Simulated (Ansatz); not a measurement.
For TaO₂ (P4₂/mnm, No. 136, 6 atoms in the cell; start mp-20994), LDA (plane waves, PAW; Ansatz, a quantum-chemistry and plane-wave program) gives:

```
Item                        Value
-------------------  ------------
lattice constant a        4.912 Å
lattice parameter c       2.836 Å
bulk modulus B0           289 GPa
cohesive energy      8.68 eV/atom
```

Problem. What does r²SCAN (Ansatz, PAW) give for the same quantities?

Solution. 
- lattice constant a: 4.962 Å (grows by 1.0 %)
- lattice parameter c: 2.855 Å (rises by 0.7 %)
- bulk modulus: 279 GPa (shrinks by 3.5 %)
- cohesive energy: 7.35 eV/atom (shrinks by 1.33 eV/atom)

Changes are worked out from the printed values.

Unless a cell is named, each level is at its own relaxed cell (LDA 11.40, r²SCAN 11.71 Å³/atom).

Levels without +SOC leave out spin–orbit coupling, which shifts energies and cells of such heavy elements.

Caveats: the bulk modulus is −V dP/dV from two relaxed cells at ±2 % in volume (LDA, r²SCAN); the relaxation could not lower the start's symmetry, so the cell can be a saddle point above a distorted one (LDA, r²SCAN). Ansatz's density-functional and Hartree–Fock values are scalar-relativistic unless marked +SOC, with PAW data made under PBE.

A start named mp-… is a Materials Project structure, which need not be a measured phase.
